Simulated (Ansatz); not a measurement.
The starting structures come from a database of crystals and need not be the phases stable at ambient conditions.

 Where the default PAW files enter, the runs use the earlier of Ansatz's two default sets.

Tunnelling through a barrier is set by its complex band structure: the current falls as exp(−2κd) with the smallest κ.

Consider the following.

```yaml
crystal:
  lattice:
    - [4.00664, 0.00000, 0.00000]
    - [0.00000, 5.66624, 0.00000]
    - [2.00332, -2.83312, 2.00332]
  atoms:
    - { symbol: Mg, position: [0.00000, 0.00000, 0.00000] }
    - { symbol: S, position: [0.50000, 0.75000, 0.00000] }
```

Space group of this cell: F-43m, zinc blende. The cell is taken as given.

Transport runs along the normal of the first two printed cell vectors, the (110) plane of the conventional cell.

No gap correction and no spin-orbit coupling; mid-gap values are interpolated between computed energies.

State the band gap and the smallest decay constant κ at mid-gap according to Ansatz (a program for electronic structure) with r2SCAN.

Gap 4.13 eV on a 14×14×14 mesh; κ = 0.266 1/Å, at the zone centre.
